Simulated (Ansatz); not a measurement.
The reference is NbAgO₃ in the cubic perovskite structure (space group Pm-3m, No. 221; a = 3.950 Å; a cell from a computed database, its experimental status unchecked).

Now apply this change: cell and atoms relaxed at a pressure of 0.7 GPa.

Levels (all Ansatz, a first-principles code, PAW): PBEsol (420 eV, no spin-orbit coupling); PBEsol+SOC (420 eV, with spin-orbit coupling).

The geometry is relaxed with PBEsol.

PBEsol gap character: indirect, M → X
PBEsol width of the top valence band: 1.17 eV
PBEsol lowest conduction level above the VBM at special points: X 1.40 eV; Γ 1.59 eV; R 3.35 eV; M 4.12 eV

Question: How does going to PBEsol+SOC change the gap character, width of the top valence band and lowest conduction level above the VBM at special points?

Answer: The gap character stays indirect, M → X; the width of the top valence band falls by 0.023 eV (1.17 eV → 1.14 eV); the lowest conduction level above the VBM at special points goes from X 1.40 eV; Γ 1.59 eV; R 3.35 eV; M 4.12 eV to X 1.39 eV; Γ 1.53 eV; R 3.33 eV; M 4.07 eV.

Single points use the geometry relaxed with PBEsol. Differences between runs with and without spin-orbit coupling are approximate. Load acts through the strain it causes; cell and atoms are relaxed under it. Stability against distortions was not tested. Many cubic perovskites are stable only at high temperature; tilts and polar distortions were not tested.
